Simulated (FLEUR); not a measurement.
A self-consistent single point of CaCo₂Si₂ (I4/mmm, 5 atoms in the cell) with FLEUR.

Method: PBEsol, all-electron FLAPW (FLEUR), scalar-relativistic valence.

```
CELL_PARAMETERS angstrom
     -1.93445     1.93445     4.93677
      1.93445    -1.93445     4.93677
      1.93445     1.93445    -4.93677
ATOMIC_POSITIONS crystal
  Ca 0.00000 0.00000 0.00000
  Co 0.25000 0.75000 0.50000
  Co 0.75000 0.25000 0.50000
  Si 0.63375 0.63375 0.00000
  Si 0.36625 0.36625 0.00000
```

Reference input (self-consistent single point, DFT, LDA (Perdew-Zunger), all-electron FLAPW (FLEUR), scalar-relativistic valence): Kmax = 4.3 1/bohr; GmaxXC = 12.9 1/bohr; xcFunctional = pz; jspins = 1; l_soc = F; mode = hist; fermiSmearingEnergy = 0.00367493 Htr; mesh (inpgen div1-3) = 8 8 8; inpgen gamma flag = true; Gmax = 12.9 1/bohr; numbands = 0; maxIterBroyd = 99. This run's input differs from it in these lines:

```diff
@@ -17,3 +17,3 @@
 &comp jspins=1 /
-&exco xctyp='pz' /
+&exco xctyp='PBEs' /
 &kpt div1=8 div2=8 div3=8 gamma=t /
@@ -30,3 +30,3 @@
       <coreElectrons ctail="T" frcor="F" kcrel="0" coretail_lmax="0"/>
-      <xcFunctional name="pz" relativisticCorrections="F"/>
+      <xcFunctional name="PBEs" relativisticCorrections="F"/>
       <magnetism jspins="1"/>
```

Output (repeated stretches shortened):

```
 Iteration:     1   Distance:      17.95997222 me/bohr^3
 Iteration:     2   Distance:      10.74982582 me/bohr^3
 Iteration:     3   Distance:      10.02238974 me/bohr^3
 Iteration:     4   Distance:       4.28405380 me/bohr^3
 Iteration:     5   Distance:       3.72911313 me/bohr^3
   [... 9 lines left out ...]
 Iteration:    15   Distance:       0.00011460 me/bohr^3
 Iteration:    16   Distance:       0.00010398 me/bohr^3
 Iteration:    17   Distance:       0.00002039 me/bohr^3
 Iteration:    18   Distance:       0.00000534 me/bohr^3
 Reset of history
 Run finished successfully
 Stop message:
   Structural relaxation: new displacements generated

[file out, last iteration]
             iter=     19
[...]
          total density-effective poten   -6.3998608288E+03
          total charge density-energy d   -1.9305200335E+02
 Updated energy parameters for spin:           1
[...]
 fermi energy and band-weighting factors:

[...]
FERMIE:
          first approx. to ef    (T=0)  :   0.321550 htr   (energy of the highest occ. eigenvalue)
          number of occ. states  (T=0)  :       1418
          first approx. to seigv (T=0)  : -20.845252 htr
          sum of weights of occ. states :  24.025391
          sum of semicore charge        :   0.000000 e
FERHIS:  Fermi-Energy by histogram:
          bandgap                     :   0.000479 htr
   [... lines left out ...]
          charge neutrality (T=0)     :   0.050781    (zero if the highest occ. eigenvalue is "entirely" occupied)
     EF_NEWTON:  Adjust Fermi-Energy by Newton-Method.
 Direct bandgap for spin            1 :    1.3480860892066460E-002  Htr
 ---->    free energy=                     -4043.2109401613 htr
   [... lines left out ...]
 TOTAL FORCE FOR ATOM TYPE=  1  X=  0.000   Y=  0.000   Z=  0.000
                       FX_TOT= 0.000000 FY_TOT= 0.000000 FZ_TOT= 0.000000
 TOTAL FORCE FOR ATOM TYPE=  2  X=  0.000   Y=  3.656   Z= -4.665
                       FX_TOT= 0.000000 FY_TOT= 0.000000 FZ_TOT= 0.000000
 TOTAL FORCE FOR ATOM TYPE=  3  X=  0.000   Y=  0.000   Z= -6.834
                       FX_TOT= 0.000000 FY_TOT= 0.000000 FZ_TOT=-0.003402
```

The run converged in 18 iterations. FLEUR gives forces in its relaxation mode, with a further iteration, so its stop message speaks of a relaxation. 

The starting cell comes from a database of computed structures (which also holds hypothetical and non-ambient phases and stackings), without a prior relaxation at this level. Its lattice was rescaled by a random factor within 2.5 % of one. Spin polarisation is off. Values depend on the basis (sphere radii, cutoffs, local orbitals), which need not be converged. The log's line on a gap gives a spacing of levels on this mesh, which the program prints for metals too.

Cost on one core of a shared machine: roughly 3 min.
